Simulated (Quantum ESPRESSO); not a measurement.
A working Quantum ESPRESSO input for RbMgSbO₃ (R3m, 6 atoms in the cell) (DFT, LDA (PZ), plane waves, GBRV 1.5 ultrasoft (LDA) pseudopotentials):

```fortran
&control
    calculation = 'scf',
    prefix = 'RbMgSbO3',
    outdir = './tmp',
    pseudo_dir = './',
    tprnfor = .true.,
    tstress = .true.,
/
&system
    ibrav = 5,
    celldm(1) = 9.8883755299,
    celldm(4) = 0.278445146643,
    nat = 6,
    ntyp = 4,
    ecutwfc = 40,
    ecutrho = 200,
    occupations = 'smearing',
    smearing = 'gauss',
    degauss = 0.0036749,
/
&electrons
    conv_thr = 1e-10,
    mixing_beta = 0.7,
/
ATOMIC_SPECIES
Rb    85.4678  rb_lda_v1.uspp.F.UPF
Mg    24.3050  mg_lda_v1.4.uspp.F.UPF
Sb   121.7600  sb_lda_v1.4.uspp.F.UPF
O     15.9990  o_lda_v1.2.uspp.F.UPF
ATOMIC_POSITIONS angstrom
Rb    0.0000000000    0.0000000000   10.1244105753
Mg    0.0000000000    0.0000000000    3.6022984627
Sb    0.0000000000    0.0000000000    6.4473610835
O    -1.4854493850   -0.8576246023    7.3753594882
O     1.4854493850   -0.8576246023    7.3753594882
O     0.0000000000    1.7152492046    7.3753594882
K_POINTS automatic
7 7 7  0 0 0
```

The run converged in 11 iterations: free energy E − TS -6259.5103 eV; top of the valence band (on the code's own zero) 4.25 eV; gap on the k-point mesh 2.74 eV; pressure -3.25 GPa; largest force (vector length) 0.467 eV/Å. Each of these slips is then made, one at a time:

(1)
```diff
-    smearing = 'gauss',
+    smearing = 'gausian',
```

(2)
```diff
-    ecutwfc = 40,
-    ecutrho = 200,
```

Q: Predict the outcome of each change.

A: 
(1) A value that the program does not know. The program stopped before any SCF iteration.
```
Error in routine  set_occupations (1):
smearing gausian unknown
```

(2) No plane-wave cutoff. The program stopped before any SCF iteration.
```
Error in routine set_cutoff (1):
ecutwfc not set
```

The starting cell comes from a database of computed structures (which also holds hypothetical and non-ambient phases and stackings), without a prior relaxation at this level. Spin-orbit coupling is off. In the base run, with a pressure of about -3 GPa the cell is away from its equilibrium volume at this level.

Left out of this page: 3 runs of the series outside the window shown, repeating another row's setting, or not comparable.
